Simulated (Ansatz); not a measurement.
The reference is Zr in the hcp (Mg type) structure (space group P6_3/mmc, No. 194).

```yaml
crystal:
  lattice:
    - [3.23160, 0.00000, 0.00000]
    - [-1.61580, 2.79864, 0.00000]
    - [0.00000, 0.00000, 5.17363]
  atoms:
    - { symbol: Zr, position: [0.33333, 0.66667, 0.75000] }
    - { symbol: Zr, position: [0.66667, 0.33333, 0.25000] }
```

The other end (x = 1) is Hf in the hcp (Mg type) structure (space group P6_3/mmc, No. 194): 22.53 Å³/atom, gap zero.

The values are results of PBE (Ansatz, a first-principles code; PAW; 420 eV plane waves; no spin-orbit coupling), earlier PAW set, not measurements.

Hf replaces a fraction x of Zr; each row is one arrangement (x, atoms in the cell, starting space group or random), fully relaxed.

One change was made to it. Results:

The deviation of the volume from the linear (Vegard-type) interpolation amounts to 0.0 %; the shortest interatomic distance shrinks by 0.064 Å (3.189 Å → 3.125 Å).

### Question
Which change produced these results?
(A) x(Hf) = 0.375, 8 atoms, Amm2
(B) x(Hf) = 0.667, 6 atoms, C2/m
(C) x(Hf) = 0.375, 8 atoms, Pmm2
(D) x(Hf) = 0.625, 8 atoms, Pm

### Answer
B, x(Hf) = 0.667, 6 atoms, C2/m. For comparison, the shortest interatomic distance in the other runs: x(Hf) = 0.375, 8 atoms, Pmm2 gives 3.158 Å; x(Hf) = 0.375, 8 atoms, Amm2 gives 3.163 Å; x(Hf) = 0.625, 8 atoms, Pm gives 3.115 Å.

These are small ordered cells, not random alloys; other orderings at the same x differ. No phonon test of stability was made. The final runs are not spin-polarised.
